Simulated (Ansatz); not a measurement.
The reference is ZnCu2SnS4 (space group I-4, No. 82).

```xyz
8
Lattice="-2.7341 2.7341 5.4675 2.7341 -2.7341 5.4675 2.7341 2.7341 -5.4675" Properties=species:S:1:pos:R:3 pbc="T T T"
Cu     0.0000     0.0000     0.0000
Cu     0.0000     2.7341     2.7338
Zn     2.7341     0.0000     2.7338
Sn     0.0000     0.0000     5.4675
S      1.4561    -1.4127     6.8825
S      1.3215     1.2780    -1.4150
S      1.2780     4.1468     1.4150
S      1.4127     1.4561     4.0526
```

Cartesian axes are those of the cell as printed.

Method: PBE (Ansatz, a first-principles code; PAW; 420 eV plane waves; no spin-orbit coupling).

Before the change:

* **Shortest interatomic distance**: 2.317 Å
* **Pressure**: 0.0 GPa

The change: biaxial strain +1.50 %, plane normal [001], relaxed out of plane (Cartesian); in-plane vectors clamped, the third vector and the atoms free.

Problem. How does this affect the shortest interatomic distance?

Solution. The shortest interatomic distance increases by 0.011 Å to 2.328 Å.

Problem. How does this affect the pressure?

Solution. The pressure (mean of the normal stresses, compression positive) goes from zero to -0.8 GPa.

Whether these cells are dynamically stable was not tested. The final runs are not spin-polarised. Gaps under 0.05 eV, about the width of the smearing, are given as zero.
